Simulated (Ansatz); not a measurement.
Functionals compared on NH3 on the 1x1 (110) surface of bcc W, one in a 2x2 cell, started at the site 'hollow W-W-W', in Ansatz (plane waves, PAW). The structure was relaxed with PBE; the other rows are single points on it, each with its references at the same level. Cutoff 420 eV (500 eV for r2SCAN).

Model: 20-atom slab, 6.6 Å thick at the start under the adsorbate (thin: gaps and levels are the slab's own), 6x6x1 mesh, Fermi-Dirac 0.1 eV, dipole correction, 8 atoms held, the rest relaxed; no symmetry held; no spin, no spin-orbit, no U, no dispersion correction. At the end it is bonded to W. In PBE it is, or lies within 0.03 eV of, the lowest of the starts that converged. These notes are the PBE run's. Adsorption energies are against NH3(g). A negative adsorption energy means that the adsorbate is more stable on the surface than in its reference.

```
functional  adsorption energy (eV)  work function of the top face (eV)  change of the work function (eV)  rough cost of the single point
----------  ----------------------  ----------------------------------  --------------------------------  ------------------------------
PBE                          -0.86                                2.59                             -2.23                               –
RPBE                           ___                                 ___                               ___     very roughly 4 core-minutes
r2SCAN                       -0.98                                2.53                             -2.36          roughly 9 core-minutes
```

Question: Fill in the missing entries.

Answer: 
- RPBE, adsorption energy (eV): -0.60
- RPBE, work function of the top face (eV): 2.50
- RPBE, change of the work function (eV): -2.18

Ansatz is a first-principles code.
